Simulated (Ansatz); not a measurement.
Cells marked so need not be the phases stable at ambient conditions, and some may be hypothetical.

The gap is the functional's own. No spin-orbit coupling. Mid-gap values are interpolated on the energy grid.

A. YPO$_{4}$ (I4_1/amd, not sure to be the ambient phase, 12 atoms a cell, 11.9 Å³ an atom), along the normal of (111)
B. LaCl$_{3}$ (P6_3/m, not sure to be the ambient phase, 8 atoms a cell, 26.9 Å³ an atom), along the normal of (110)
C. MoS₂ (P-6m2, not sure to be the ambient phase, 3 atoms a cell, 19.0 Å³ an atom, 2 GPa at this level), along the normal of (101)
D. Rb2TeBr6 (I4/m, not sure to be the ambient phase, 9 atoms a cell, 35.6 Å³ an atom), along the normal of (001)
E. Y3Cu3Sb4 (I-43d, not sure to be the ambient phase, 20 atoms a cell, 21.9 Å³ an atom), along the normal of (110)

Question: Put the candidates in order of mid-gap decay constant of the slowest evanescent state, highest first, for r2SCAN (Ansatz, an electronic-structure program).

Answer: A (0.50 1/Å), B (0.43 1/Å), D (0.28 1/Å), C (0.23 1/Å), E (0.11 1/Å)
